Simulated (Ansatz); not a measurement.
**Worked example: self-consistent single point of BW2 (I4, 6 atoms in the cell) in Ansatz (a quantum-chemistry and plane-wave program)**

Level of theory: PBEsol, default PAW files made with PBE (plane waves; Ansatz).

Input:

Ansatz 0.2 input:
```yaml
crystal:
  lattice:
    - [-2.769667, 2.769667, 2.371025]
    - [2.769667, -2.769667, 2.371025]
    - [2.769667, 2.769667, -2.371025]
  atoms:
    - { symbol: B, position: [0.260544, 0.260544, 0.000000] }
    - { symbol: B, position: [0.750000, 0.750000, 0.000000] }
    - { symbol: W, position: [0.670310, 0.829690, 0.500000] }
    - { symbol: W, position: [0.329690, 0.170310, 0.500000] }
    - { symbol: W, position: [0.829690, 0.329690, 0.159380] }
    - { symbol: W, position: [0.170310, 0.670310, 0.840620] }
basis:
  ecutwfc: 30.9 Ry
kpoints:
  mp_grid:
    grid: [8, 8, 8]
hamiltonian:
  xc: pbesol
  pseudopotentials:
    kind: paw
scf:
  occupations:
    method: gaussian
    width: 0.0073 Ry
output:
  forces: true
  eigenvalues: true
  stress: true
```

The program printed (abridged):

```
WARN ansatz: RAYON_NUM_THREADS=1 ignored (pool sized by the plan → 1); use --threads N
Pseudopotentials: kind: paw
Pseudopotential: B, paw, valence charge 3
Pseudopotential: W, paw, valence charge 14
Crystal: 6 atoms, lattice volume = 72.753 Å³
Basis set: ecut = 420.4159175005146 eV, 1423 PW (Γ), exchange–correlation on 64×64×64 points (8 copies of the dense FFT grid, shifted against one another)
Bands: 38, of which v1, the nominal top of the filled ones, is band 31 counted from 1 (30 counted from 0)
Symmetry: 4 space group operations
Space group: I4 (ITA 79), of the structure as read, at distance tolerance 4.2e-5 Å
k-points: 78 of 512 (time reversal used)
PAW frozen core: B, regenerated for the run's functional, and the local potential with it
PAW frozen core: W, regenerated for the run's functional, and the local potential with it
Initial density: superposition of atomic densities (neutral atoms: chi_scale 0, normalization atom), corrected by the library's trained network
Initial wavefunctions: pseudopotential atomic-orbital guess
Eigensolver: davidson
Functional: x = pbesol(κ = 0.804, μ = 0.12345679012345678), c = pbesol(β = 0.046)
SCF iter   1: F=—  HF=-41333.403943 eV  |F-HF|=—  |Δ(HF+E_count)|=         —  Δρ=5.71e-3  dr2=2.09e-2  ethr=1.77e-3  ⟨swp⟩=5.5  Hψ=11732  notcnv=0
all-band conjugate gradients solve this SCF's bands
preconditioner: auto → Kerker (q_TF=auto, 2.657 Å⁻¹)
SCF iter   2: F=—  HF=-41333.400495 eV  |F-HF|=—  |Δ(HF+E_count)|=   3.45e-3  Δρ=3.20e-3  dr2=6.22e-3  ethr=3.38e-5  ⟨swp⟩=1.0  Hψ=3589  notcnv=0
SCF iter   3: F=—  HF=-41333.399205 eV  |F-HF|=—  |Δ(HF+E_count)|=   1.29e-3  Δρ=3.08e-4  dr2=4.27e-5  ethr=1.00e-5  ⟨swp⟩=2.0  Hψ=3907  notcnv=0
SCF iter   4: F=—  HF=-41333.399199 eV  |F-HF|=—  |Δ(HF+E_count)|=   6.74e-6  Δρ=4.50e-5  dr2=1.15e-6  ethr=6.88e-8  ⟨swp⟩=2.0  Hψ=4038  notcnv=0
iter 5 did not close the SCF: its close was put off for the readings that it lacked (scf_convergence_deferred on its scf_iter line)
SCF iter   5: F=-41333.399198 eV  HF=-41333.399198 eV  |F-HF|=1.25e-8  |Δ(HF+E_count)|=   1.95e-7  Δρ=7.42e-6  dr2=2.97e-8  ethr=1.85e-9  ⟨swp⟩=2.0  Hψ=4003  notcnv=0
SCF iter   6: F=-41333.399198 eV  HF=-41333.399198 eV  |F-HF|=8.00e-11  |Δ(HF+E_count)|=   8.59e-9  Δρ=7.50e-7  dr2=2.42e-10  ethr=4.79e-11  ⟨swp⟩=6.6  Hψ=10840  notcnv=0
SCF 1 converged in 6 iterations: F = -41333.399198 eV  dr2 = 2.42e-10
SCF converged after 6 iterations
Free energy (F): -41333.399198 eV
Harris-Foulkes:  -41333.399198 eV  (|F-HF|=8.00e-11)
Internal energy: -41333.379346 eV  (E = F + TS)
E sigma→0 (E₀):  -41333.389272 eV
Entropy (-TS):   -0.019852 eV (-3.309 meV/atom)
Fermi energy:    21.876394 eV
--- Per-component energies (eV) ---
  E_band       = -286.181498
  E_kinetic    = 1906.271192
  E_local      = -2510.714883  (includes V_loc(G=0)·N_el)
  E_nonlocal   = 33.244907
  E_hartree    = 917.944387
  E_xc         = -1129.041994
  E_vxc        = -1036.139283  (∫ρ·V_xc dr)
  E_paw        = -33895.550944  (= ΣΔE_a)
  E_vpaw       = -514.732030  (= ΣTr[D̂ρ^β])
  E_aug_tail   = -0.000236  (compensation charges beyond the density's cutoff)
  E_ewald      = -6656.448365
  E_core_change = 0.916591  (= ΣΔE_core)
  E_smearing   = -0.019852  (= −TS)
  E_closure    = 0.000000  (closes the sum)
  Σ components = -41333.399198   (vs F -41333.399198, Δ=0.00e0)
--- Forces (eV/Å), atoms counted from 1 ---
  atom   1  B      0.00000000    -0.00000000    -0.26346119
  atom   2  B     -0.00000000     0.00000000    -0.06293785
  atom   3  W      0.14166581     0.10198656     0.08159960
  atom   4  W     -0.14166581    -0.10198656     0.08159960
  atom   5  W     -0.10198656     0.14166581     0.08159960
  atom   6  W      0.10198656    -0.14166581     0.08159960
  max |Σ_I F_I| component: 6.40e-7 eV/Å
--- Stress (GPa, compression-positive) ---
        0.357067      -0.000000       0.000000
        0.000000       0.357067       0.000000
        0.000000       0.000000       0.593929
  P = ⅓ Tr σ = 0.4360 GPa (4.360 kbar)
  The stress holds the Pulay correction. Without it, at fixed plane waves, as pw.x and ABINIT print it: P = 0.3277 GPa
--- Band table (eV; the first three rows and the last of 78) ---
  k-point 0: bands = ["-52.1979", "-52.1074", "-52.0323", "-52.0323", "-16.8190", "-16.7970", "-16.7970", "-16.7066", "-16.7066", "-16.5817", "-16.5092", "-16.2376", "-16.1761", "-15.8737", "-15.8582", "-15.8582", "9.5098", "13.4543", "15.8110", [...]
  k-point 1: bands = ["-52.1929", "-52.1083", "-52.0364", "-52.0324", "-16.8268", "-16.8150", "-16.7973", "-16.7077", "-16.6996", "-16.5527", "-16.4715", "-16.2623", "-16.1520", "-15.9001", "-15.8786", "-15.8608", "9.7028", "13.5752", "15.4680", [...]
  k-point 2: bands = ["-52.1798", "-52.1104", "-52.0478", "-52.0324", "-16.8544", "-16.8118", "-16.7979", "-16.6912", "-16.6885", "-16.4987", "-16.4119", "-16.3230", "-16.0939", "-15.9974", "-15.8942", "-15.8698", "10.2379", "13.9177", "14.9219", [...]
  k-point 77: bands = ["-52.1121", "-52.1121", "-52.0858", "-52.0612", "-17.1099", "-16.8875", "-16.8282", "-16.6015", "-16.5545", "-16.5545", "-16.2176", "-16.2134", "-16.0190", "-16.0190", "-15.9587", "-15.9587", "12.8924", "13.8770", "14.6693", [...]
```

The run converged in 6 iterations.

The starting cell comes from a database of computed structures (which also holds hypothetical and non-ambient phases and stackings), without a prior relaxation at this level. Its lattice was rescaled by up to half a per cent. One atom was moved a little off its site on purpose. Spin-orbit coupling is off. Spin polarisation is off. Ansatz's pressure includes its estimate of the finite-basis (Pulay) stress.
